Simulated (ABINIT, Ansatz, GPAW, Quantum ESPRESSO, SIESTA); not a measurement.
## BaNaCuClO2 (P4mm, 6 atoms in the cell) computed with different codes at matched settings

Self-consistent single point.

```yaml
crystal:
  lattice:
    - [3.96882, 0.00000, 0.00000]
    - [0.00000, 3.96882, 0.00000]
    - [0.00000, 0.00000, 7.09879]
  atoms:
    - { symbol: Na, position: [0.00000, 0.00000, 0.02927] }
    - { symbol: Ba, position: [0.00000, 0.00000, 0.47997] }
    - { symbol: Cu, position: [0.50000, 0.50000, 0.21486] }
    - { symbol: Cl, position: [0.50000, 0.50000, 0.74238] }
    - { symbol: O, position: [0.00000, 0.50000, 0.23480] }
    - { symbol: O, position: [0.50000, 0.00000, 0.23480] }
```

All programs got the same cell, k-point mesh and kind of occupations (in Ansatz's words: kpoints.mp_grid.grid = 8 8 5; scf.occupations.method = fermi_dirac; scf.occupations.width = 0.1 eV); potentials, basis and cutoffs are each program's usual ones.

| code | model | pressure (GPa) | largest force (eV/Å) | k-points | cutoff |
|---|---|---|---|---|---|
| Quantum ESPRESSO | PBEsol, PseudoDojo standard norm-conserving (PBESOL) pseudopotentials | -3.92 | 0.552 | 45 | 95 Ry |
| Ansatz | PBEsol, PAW files made with PBE | -3.95 | 0.548 | 45 | default |
| ABINIT | PBEsol, PAW (JTH v2.0 PBE PAW, files made for PBE) | -3.32 | 0.328 | 45 | 816 eV |
| GPAW | PBEsol, GPAW PAW datasets PBEsol (made by gpaw-setup) | – | 0.358 | 45 | 950 eV |
| SIESTA | GGA PBEsol, numerical atomic orbitals DZP, PseudoDojo PBEsol standard norm-conserving potentials (rewritten from UPF to PSML) | -4.22 | 0.659 | 168 | grid 350 Ry |

Size of the force on each atom (eV/Å): Sizes of forces hide their directions.

| code | Na1 | Ba2 | Cu3 | Cl4 | O5 | O6 |
|---|---|---|---|---|---|---|
| Quantum ESPRESSO | 0.213 | 0.552 | 0.137 | 0.169 | 0.186 | 0.186 |
| Ansatz | 0.214 | 0.548 | 0.144 | 0.165 | 0.178 | 0.178 |
| ABINIT | 0.171 | 0.328 | 0.111 | 0.140 | 0.093 | 0.093 |
| GPAW | 0.194 | 0.358 | 0.085 | 0.155 | 0.117 | 0.117 |
| SIESTA | 0.571 | 0.659 | 0.156 | 0.237 | 0.069 | 0.069 |

A dash marks a value that a program does not give, or that is left out as unsure.

The spread over the programs that give each value: pressure within 0.90 GPa; largest force within 0.331 eV/Å.

The starting cell comes from a database of computed structures (which also holds hypothetical and non-ambient phases and stackings), without a prior relaxation at this level. On Ansatz's run: Spin polarisation is off; with an odd number of electrons in the cell that forces a metal, and a magnetic state may lie lower. In the base run, with a pressure of about -4 GPa the cell is away from its equilibrium volume at this level.

**Question.** Why do the programs differ, and what cannot be compared?

**Answer.** Differences of this kind can come from the potentials, where these differ, and from what each basis and cutoff leave unconverged. The valence holds different numbers of electrons (Quantum ESPRESSO 57, Ansatz (an electronic-structure program) 57, ABINIT 57, GPAW 47, SIESTA 57). The zero of total energies and Fermi levels follows the potentials and each program's conventions, so they are not compared here. SIESTA uses small atom-centred bases, whose incompleteness enters pressures, forces and empty levels differently from a plane-wave cutoff. Ansatz's pressure is given at a fixed set of plane waves, as the other plane-wave codes print theirs; with its correction for the finite basis it is -3.78 GPa. The pressure of GPAW is left out: its cutoff lies under the one at which its stress was checked. The programs reduce the same mesh by symmetry to different extents, which changes the work and not the result.

Left out of this page: CP2K (unsound by tests on forces, stress, charge or solver warnings); FLEUR (stopped by limits of time or memory).

Keys are those of Ansatz 0.2.
